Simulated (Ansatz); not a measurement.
Start from TiO₂ in the rutile structure (space group P4_2/mnm, No. 136; a = 4.548 Å, c = 2.917 Å). Axes: x, y, z lie along a, b, c of the conventional cell.

The values are results of DFT with LDA, PAW potentials and a 420 eV plane-wave cutoff in Ansatz (an electronic-structure program), no spin-orbit coupling, not measurements.

Strains are applied to the cell and any free atomic positions relax; under biaxial strain the out-of-plane vector relaxes too.

One change was made to it. Results:

| quantity | base | after |
|---|---|---|
| volume per atom | 10.06 Å³ | 10.22 Å³ |
| gap character | direct at Γ | direct at Γ |
| pressure (mean of the normal stresses, compression positive) | 0.00 GPa | -3.07 GPa |

Question: Which change produced these results?
A) biaxial strain +1.20 %, plane normal [001], relaxed out of plane
B) biaxial strain +0.60 %, plane normal [001], relaxed out of plane
C) biaxial strain +3.00 %, plane normal [001], relaxed out of plane
D) biaxial strain +1.80 %, plane normal [001], relaxed out of plane
E) biaxial strain +2.40 %, plane normal [001], relaxed out of plane

Answer: A, biaxial strain +1.20 %, plane normal [001], relaxed out of plane. For comparison, the pressure in the other runs: biaxial strain +3.00 %, plane normal [001], relaxed out of plane gives -7.13 GPa; biaxial strain +0.60 %, plane normal [001], relaxed out of plane gives -1.57 GPa; biaxial strain +2.40 %, plane normal [001], relaxed out of plane gives -5.86 GPa; biaxial strain +1.80 %, plane normal [001], relaxed out of plane gives -4.50 GPa.

Whether these cells are dynamically stable was not tested. The final runs are not spin-polarised.
